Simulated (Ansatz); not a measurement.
**A computed series for Sn: pressure series**

The reference is Sn (space group I4_1/amd, No. 141).

```
CELL_PARAMETERS angstrom
     -2.97355     2.97355     1.60610
      2.97355    -2.97355     1.60610
      2.97355     2.97355    -1.60610
ATOMIC_POSITIONS crystal
  Sn 0.75000 0.25000 0.50000
  Sn 0.00000 0.00000 0.00000
```

Cell and atoms are relaxed at each pressure.

Method: Ansatz (a program for electronic structure) PBE, no SOC, earlier PAW set.

Notes on the quantities. enthalpy: H = E + PV relative to the base's energy.

```csv
case,shortest interatomic distance,enthalpy,density
base,3.080 Å,–,6.94 g/cm³
pressure −2 GPa,3.128 Å,-0.36 eV/atom,6.62 g/cm³
pressure −1 GPa,3.103 Å,-0.18 eV/atom,6.79 g/cm³
pressure 3 GPa,3.025 Å,+0.52 eV/atom,7.33 g/cm³
pressure 7 GPa,2.968 Å,+1.17 eV/atom,7.76 g/cm³
pressure 15 GPa,2.888 Å,+2.38 eV/atom,8.44 g/cm³
pressure 30 GPa,___,+4.45 eV/atom,9.39 g/cm³
pressure 50 GPa,2.701 Å,+6.94 eV/atom,10.34 g/cm³
pressure 75 GPa,2.623 Å,+9.78 eV/atom,11.27 g/cm³
pressure 100 GPa,___,+12.42 eV/atom,12.04 g/cm³
```

### Question
What belongs in the blanks?

### Answer

- pressure 30 GPa, shortest interatomic distance: 2.788 Å
- pressure 100 GPa, shortest interatomic distance: 2.565 Å

Load acts through the strain it causes; cell and atoms are relaxed under it. Whether these cells are dynamically stable was not tested. Measured, Sn leaves this structure (for a body-centred tetragonal phase) near 8 GPa (temperature not stated; as listed in Olga Degtyareva, NATO science for peace and security series. B, Physics and biophysics (2010)).
